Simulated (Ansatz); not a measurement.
Ti2InC, treated with r²SCAN (plane waves, PAW; Ansatz, a program for electronic structure).

Run with plane-wave cutoff 600 eV, 18×18×4 k mesh (along the axes of the cell as run), Fermi–Dirac smearing 0.03 eV, no spin polarisation, scalar-relativistic PAW data made under PBE.

Starting structure:

```xyz
8
Lattice="3.1356 0.0000 0.0000 -1.5678 2.7155 0.0000 0.0000 0.0000 14.1305" Properties=species:S:1:pos:R:3 pbc="T T T"
Ti     1.5678     0.9052     8.1782
Ti     0.0000     1.8103     5.9523
Ti     0.0000     1.8103     1.1129
Ti     1.5678     0.9052    13.0176
In     1.5678     0.9052     3.5326
In     0.0000     1.8103    10.5979
C      0.0000     0.0000     7.0653
C      0.0000     0.0000     0.0000
```

### Question
Into what structure does the relaxation of cell and atoms lead at this level, with the symmetry of the start kept?

### Answer
The volume drops by 0.2 %; final space group P6_3/mmc.
```xyz
8
Lattice="3.1316 0.0000 0.0000 -1.5658 2.7121 0.0000 0.0000 0.0000 14.1370" Properties=species:S:1:pos:R:3 pbc="T T T"
Ti     1.5658     0.9040     8.1786
Ti     0.0000     1.8081     5.9584
Ti     0.0000     1.8081     1.1101
Ti     1.5658     0.9040    13.0269
In     1.5658     0.9040     3.5342
In     0.0000     1.8081    10.6027
C      0.0000     0.0000     7.0685
C      0.0000     0.0000     0.0000
```

Note: the relaxation could not lower the start's symmetry, so the cell can be a saddle point above a distorted one.
